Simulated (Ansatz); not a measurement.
# What pressure −1 GPa does to CsPbBr3

Consider CsPbBr$_{3}$ in the cubic perovskite structure (space group Pm-3m, No. 221; a = 5.938 Å).

Now apply this change: hydrostatic tension (pressure −1 GPa).

Method: DFT with r2SCAN, PAW potentials and a 500 eV plane-wave cutoff in Ansatz (a first-principles code), scalar-relativistic without spin-orbit coupling. k-mesh 6×6×6 (Γ-centred); smearing 0.05 eV (Fermi–Dirac).

The volume per atom increases by 2.30 Å³ (41.87 Å³ → 44.17 Å³) and the density shrinks by 0.24 g/cm³ (4.60 g/cm³ → 4.36 g/cm³). The shortest interatomic distance increases by 0.101 bohr (5.610 bohr → 5.711 bohr) and the enthalpy H = E + PV relative to the base's energy comes out as -0.27 eV/atom. The band gap goes up by 0.20 eV (2.03 eV → 2.23 eV) and the gap character is still direct at R. The mean gap deformation potential ΔEg/Δln V is +3.7 eV and the width of the top valence band shrinks by 0.35 eV, from 2.01 eV to 1.66 eV. The electron mass (degenerate bands, along [100]) goes from 0.091, 0.82, 0.82 mₑ (at R) to 0.099, 0.89, 0.89 mₑ (at R) and the hole mass goes from 0.17 mₑ (at R) to 0.20 mₑ (at R).

Final structure:

```
CELL_PARAMETERS angstrom
      6.04435     0.00000     0.00000
      0.00000     6.04435     0.00000
      0.00000     0.00000     6.04435
ATOMIC_POSITIONS crystal
  Cs 0.00000 0.00000 0.00000
  Pb 0.50000 0.50000 0.50000
  Br 0.00000 0.50000 0.50000
  Br 0.50000 0.50000 0.00000
  Br 0.50000 0.00000 0.50000
```

With Pb present, leaving out spin-orbit coupling can change the band edges. Load acts through the strain it causes; cell and atoms are relaxed under it. Effective masses come from finite differences of ±0.01 Å⁻¹. Whether these cells are dynamically stable was not tested. Many cubic perovskites are stable only at high temperature; tilts and polar distortions were not tested. This is not the structure that CsPbBr3 has at room temperature and ambient pressure.
